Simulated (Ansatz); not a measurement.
An Ansatz (a first-principles code) run: SrTiO3 with a change (uniaxial strain ε_zz = −3.00 %); PBEsol (Ansatz), without spin-orbit coupling.

Input:

Ansatz 0.2 input:
```yaml
crystal:
  lattice:
    - [3.8911367492, 0, 0]
    - [0, 3.8911367492, 0]
    - [0, 0, 3.7744026467]
  atoms:
    - { symbol: Sr, position: [0, 0, 0] }
    - { symbol: Ti, position: [0.5, 0.5, 0.5] }
    - { symbol: O, position: [0.5, 0, 0.5] }
    - { symbol: O, position: [0, 0.5, 0.5] }
    - { symbol: O, position: [0.5, 0.5, 0] }
basis: { ecutwfc: 420, ecutrho_ratio: 4, xc_grid: 2, fft_grid_basis: typed }
kpoints: { mp_grid: { grid: [9, 9, 9] } }
hamiltonian:
  xc: pbesol
  dispersion: none
  pseudopotentials: { kind: paw }
scf: { occupations: { method: fermi_dirac, width: 0.05 }, convergence: { dr2_threshold: 0.0000000005 } }
relax: { f_tol: 0.005, max_steps: 50 }
output: { forces: true, stress: true }
checkpoint: { write: state.ck, write_every: 1000 }
```

Output (explanatory and most iteration lines left out):

```
Relaxation: its limit of steps is 50 (relax.max_steps)
Pseudopotential: Sr, paw, valence charge 10
Pseudopotential: Ti, paw, valence charge 12
Pseudopotential: O, paw, valence charge 6
Crystal: 5 atoms, lattice volume = 57.148 Å³
Basis set: ecut = 420 eV, 1133 PW (Γ), exchange–correlation on 54×54×54 points (8 copies of the dense FFT grid, shifted against one another)
Bands: 25, of which v1, the nominal top of the filled ones, is band 20 counted from 1 (19 counted from 0)
Symmetry: 16 space group operations
Space group: P4/mmm (ITA 123), of the structure as read, at distance tolerance 3.9e-5 Å
k-points: 75 of 729
Functional: x = pbesol(κ = 0.804, μ = 0.12345679012345678), c = pbesol(β = 0.046)
SCF iter   1: F=—  HF=-7657.207363 eV  |F-HF|=—  |Δ(HF+E_count)|=         —  Δρ=1.66e-2  dr2=1.29e-1  ethr=1.77e-3  ⟨swp⟩=6.7  Hψ=9684  notcnv=0
SCF iter   2: F=—  HF=-7657.180677 eV  |F-HF|=—  |Δ(HF+E_count)|=   2.67e-2  Δρ=4.29e-3  dr2=1.13e-2  ethr=3.23e-4  ⟨swp⟩=2.0  Hψ=3303  notcnv=0  defer=53
SCF 1 converged in 8 iterations: F = -7657.178527 eV  dr2 = 2.26e-10
relax step   1: F+E_penalty+E_count = -7657.17852731 eV  Δ(F+E_penalty+E_count) = +0.000e0 eV  max|allowed force component| = 2.438e-29 eV/Å  Δτ_max = 0.0000 Å  (8 SCF iters, accepted)
SCF converged after 8 iterations
Free energy (F): -7657.178527 eV
Internal energy: -7657.178527 eV  (E = F + TS)
E sigma→0 (E₀):  -7657.178527 eV
Fermi energy:    11.408746 eV
--- Forces (eV/Å), atoms counted from 1 ---
  atom   1  Sr    -0.00000000    -0.00000000     0.00000000
  atom   2  Ti     0.00000000    -0.00000000     0.00000000
  atom   3  O     -0.00000000     0.00000000     0.00000000
  atom   4  O      0.00000000     0.00000000     0.00000000
  atom   5  O     -0.00000000    -0.00000000     0.00000000
--- Stress (GPa, compression-positive) ---
        3.347949       0.000000       0.000000
        0.000000       3.347949       0.000000
        0.000000       0.000000      12.329697
  P = ⅓ Tr σ = 6.3419 GPa (63.419 kbar)
--- Relaxed structure (1 steps of the walk, 1 accepted, 0 SCFs on fresh bases) ---
  atoms:
    - { symbol: Sr, position: [0.0, 0.0, 0.0] }
    - { symbol: Ti, position: [0.5, 0.5, 0.5] }
    - { symbol: O, position: [0.5, 0.0, 0.5] }
    - { symbol: O, position: [0.0, 0.5, 0.5] }
    - { symbol: O, position: [0.5, 0.5, 0.0] }
```

Whether these cells are dynamically stable was not tested. All final runs are without spin polarisation. The cell was made from SrTiO3 in the cubic perovskite structure (space group Pm-3m, No. 221) by this change: uniaxial strain ε_zz = −3.00 %. Many cubic perovskites are stable only at high temperature; tilts and polar distortions were not tested.
